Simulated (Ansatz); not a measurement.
**Converging the k-point mesh at a smearing width of 0.02 eV: Pb (Fm-3m, 1 atom in the cell)**

```yaml
crystal:
  lattice:
    - [0.00000, 2.46758, 2.46758]
    - [2.46758, 0.00000, 2.46758]
    - [2.46758, 2.46758, 0.00000]
  atoms:
    - { symbol: Pb, position: [0.00000, 0.00000, 0.00000] }
```

Method: PBE (plane waves, PAW; Ansatz, a program for electronic structure).

Base settings: basis.ecutwfc = 420 eV; kpoints.mp_grid.grid = 12 12 12; hamiltonian.xc = pbe; hamiltonian.pseudopotentials = {kind: paw} (the program's default PAW files); scf.occupations.method = gaussian; scf.occupations.width = 0.1 eV.

In this ladder: scf.occupations.width = 0.02 eV.

Only quantities that move along the ladder and can be compared are tabulated.

The count of work is k-points × plane waves × bands × iterations; it is no time. 

The starting cell has typed, rounded lattice constants, without a prior relaxation at this level. Its lattice was rescaled by up to half a per cent. In the base run, with a pressure of about 3 GPa the cell is away from its equilibrium volume at this level. Ansatz's pressure includes its estimate of the finite-basis (Pulay) stress.

Steps (kpoints.mp_grid.grid): 4 4 4; 5 5 5; 6 6 6; 7 7 7; 9 9 9; 10 10 10; 13 13 13; 15 15 15; 18 18 18; 22 22 22; 27 27 27.

**Question.** What is the coarsest kpoints.mp_grid.grid that holds the pressure within 0.2 GPa of the last step, with all finer ones?

**Answer.** 13 13 13, at 0.15 of the last step's count of work; the step before is off by 0.33 GPa.

**Question.** What is the coarsest kpoints.mp_grid.grid that holds the free energy within 5 meV/atom of the last step, with all finer ones?

**Answer.** 22 22 22; the step before is off by 5.7 meV/atom.

```csv
kpoints.mp_grid.grid,free energy less the last step's (meV/atom),pressure (GPa),count of work / last
4 4 4,169.71,2.31,0.017
5 5 5,38.77,2.38,0.018
6 6 6,104.78,3.76,0.029
7 7 7,-7.71,3.35,0.036
9 9 9,-15.72,2.74,0.062
10 10 10,2.78,2.56,0.084
13 13 13,2.86,2.85,0.15
15 15 15,0.04,2.75,0.21
18 18 18,5.65,2.79,0.35
22 22 22,0.72,2.90,0.59
27 27 27,0.00,2.89,1.0
```

Two neighbours can agree and both be off: 10 10 10 and 13 13 13 differ by 0.09 meV/atom in the free energy, yet lie about 2.9 meV/atom from the last step.

Keys are those of Ansatz 0.2.
